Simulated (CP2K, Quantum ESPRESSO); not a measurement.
A Quantum ESPRESSO input for a self-consistent single point of WSe2 (P1, 3 atoms in the cell) (DFT, LDA (PZ), plane waves, GBRV 1.5 ultrasoft (LDA) pseudopotentials):

```fortran
&control
   calculation = 'scf',
   prefix = 'wse2',
   outdir = './out',
   pseudo_dir = './',
   tprnfor = .true.,
   tstress = .true.,
/
&system
   ibrav = 0,
   nat = 3,
   ntyp = 2,
   ecutwfc = 40,
   ecutrho = 320,
   occupations = 'smearing',
   smearing = 'fermi-dirac',
   degauss = 0.0036749,
/
&electrons
   conv_thr = 1.0d-10,
   mixing_beta = 0.3,
/
ATOMIC_SPECIES
W    183.8400  w_lda_v1.2.uspp.F.UPF
Se    78.9710  se_lda_v1.uspp.F.UPF
CELL_PARAMETERS angstrom
   3.2897380000     0.0000000000     0.0000000000
  -1.6448690000     2.8489960000     0.0000000000
   0.0000000000     0.0000000000    16.5165460000
ATOMIC_POSITIONS crystal
W     0.0111320000    0.0034030000   -0.0006580000
Se    0.3405350000    0.6492850000    0.0973670000
Se    0.3149980000    0.6806460000    0.9032900000
K_POINTS automatic
8 8 2  0 0 0
```

Task: Give the CP2K input for the same structure, mesh, smearing and functional.

Result: This is the input that was run; spellings and numerical settings could be chosen otherwise.

```
&GLOBAL
  PROJECT bulk
  RUN_TYPE ENERGY_FORCE
  PRINT_LEVEL MEDIUM
&END GLOBAL
&FORCE_EVAL
  METHOD Quickstep
  STRESS_TENSOR ANALYTICAL
  &DFT
    BASIS_SET_FILE_NAME BASIS_MOLOPT
    POTENTIAL_FILE_NAME GTH_POTENTIALS
    &QS
      METHOD GPW
      EPS_DEFAULT 1E-10
    &END QS
    &MGRID
      CUTOFF 500
      REL_CUTOFF 40
      NGRIDS 5
    &END MGRID
    &SCF
      SCF_GUESS ATOMIC
      EPS_SCF 1E-7
      MAX_SCF 100
      ADDED_MOS 5
      &DIAGONALIZATION
        ALGORITHM STANDARD
      &END DIAGONALIZATION
      &MIXING
        METHOD BROYDEN_MIXING
        ALPHA 0.2
        NBUFFER 12
      &END MIXING
      &SMEAR ON
        METHOD FERMI_DIRAC
        ELECTRONIC_TEMPERATURE [K] 580.23
      &END SMEAR
    &END SCF
    &KPOINTS
      SCHEME MACDONALD 8 8 2 0.0625 0.0625 0.25
    &END KPOINTS
    &XC
      &XC_FUNCTIONAL PADE
      &END XC_FUNCTIONAL
    &END XC
    &PRINT
      &MO
        EIGENVALUES T
        OCCUPATION_NUMBERS T
        NDIGITS 8
        FILENAME mo
        &EACH
          QS_SCF 0
        &END EACH
        ADD_LAST NUMERIC
      &END MO
      &MULLIKEN ON
      &END MULLIKEN
    &END PRINT
  &END DFT
  &SUBSYS
    &CELL
      A 3.28973800 0.00000000 0.00000000
      B -1.64486900 2.84899600 0.00000000
      C 0.00000000 0.00000000 16.51654600
      PERIODIC XYZ
    &END CELL
    &COORD
      SCALED
      W        0.01113200     0.00340300    -0.00065800
      Se       0.34053500     0.64928500     0.09736700
      Se       0.31499800     0.68064600     0.90329000
    &END COORD
    &KIND W
      BASIS_SET DZVP-MOLOPT-SR-GTH-q14
      POTENTIAL GTH-PADE-q14
    &END KIND
    &KIND Se
      BASIS_SET DZVP-MOLOPT-SR-GTH-q6
      POTENTIAL GTH-PADE-q6
    &END KIND
  &END SUBSYS
  &PRINT
    &FORCES ON
    &END FORCES
    &STRESS_TENSOR ON
    &END STRESS_TENSOR
  &END PRINT
&END FORCE_EVAL
```

Basis, cutoffs, solver keys and any potentials are the target program's own. This input uses DFT LDA (Pade form), GPW, DZVP-MOLOPT-SR-GTH basis, GTH-PADE potentials (GTH_POTENTIALS). LDA parametrisations can differ slightly between programs.

The starting cell comes from a database of computed structures (which also holds hypothetical and non-ambient phases and stackings), without a prior relaxation at this level. Its lattice was rescaled by a random factor within 2.5 % of one. For this run, on top of that: atoms moved at random.
